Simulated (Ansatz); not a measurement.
## What S → Pd does to BeS

The reference is BeS in the zinc blende structure (space group F-43m, No. 216; a = 4.869 Å).

One thing is altered: Pd takes the place of S on all its sites, then cell and atoms are relaxed.

Method: r2SCAN/PAW in Ansatz (an electronic-structure program), scalar-relativistic without spin-orbit coupling. k-mesh 16×16×16 (Γ-centred); smearing 0.05 eV (Fermi–Dirac), for the changed cell.

```json
[
 {"quantity": "volume per atom", "base": "14.42 Å³", "changed": "15.23 Å³", "shift": "+0.81 Å³"},
 {"quantity": "density", "base": "2.36 g/cm³", "changed": "6.29 g/cm³", "shift": "+3.93 g/cm³"},
 {"quantity": "lattice parameter a", "base": "4.869 Å", "changed": "4.958 Å", "shift": "+0.089 Å"},
 {"quantity": "shortest interatomic distance", "base": "2.108 Å", "changed": "2.147 Å", "shift": "+0.039 Å"},
 {"quantity": "band gap", "base": "3.59 eV", "changed": "zero", "shift": "–"}
]
```

No phonon test of stability was made. As relaxed here, BePd is a hypothetical phase, not in the database extracts checked. The final runs are not spin-polarised.
